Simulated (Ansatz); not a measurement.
Consider Na$_{3}$Sb (space group P6_3/mmc, No. 194).

```yaml
crystal:
  lattice:
    - [5.31225, 0.00000, 0.00000]
    - [-2.65612, 4.60054, 0.00000]
    - [0.00000, 0.00000, 9.45285]
  atoms:
    - { symbol: Sb, position: [0.33333, 0.66667, 0.25000] }
    - { symbol: Sb, position: [0.66667, 0.33333, 0.75000] }
    - { symbol: Na, position: [0.00000, 0.00000, 0.25000] }
    - { symbol: Na, position: [0.00000, 0.00000, 0.75000] }
    - { symbol: Na, position: [0.33333, 0.66667, 0.58243] }
    - { symbol: Na, position: [0.66667, 0.33333, 0.08243] }
    - { symbol: Na, position: [0.33333, 0.66667, 0.91757] }
    - { symbol: Na, position: [0.66667, 0.33333, 0.41757] }
```

Cartesian axes are those of the cell as printed.

Method: PBEsol in Ansatz (plane waves to 420 eV, PAW, no spin-orbit coupling).

Strains are applied to the cell and any free atomic positions relax.

One change was made to it. Results:

The band gap falls by 0.09 eV, from 0.43 eV to 0.34 eV; the energy grows by 3.2 meV/atom; the pressure (mean of the normal stresses, compression positive) goes from zero to -0.56 GPa; the largest internal atomic displacement is 0.043 Å.

Problem. Which of these changes matches the shifts?
(A) uniaxial strain ε_xx = +0.75 %
(B) uniaxial strain ε_xx = +1.50 %
(C) uniaxial strain ε_xx = +2.25 %
(D) uniaxial strain ε_xx = +3.00 %

Solution. D, uniaxial strain ε_xx = +3.00 %. For comparison, the energy relative to the base in the other runs: uniaxial strain ε_xx = +1.50 % gives +0.8 meV/atom; uniaxial strain ε_xx = +2.25 % gives +1.8 meV/atom; uniaxial strain ε_xx = +0.75 % gives +0.2 meV/atom.

With Sb present, leaving out spin-orbit coupling can change the band edges. Stability against distortions was not tested.

Ansatz is a first-principles code.
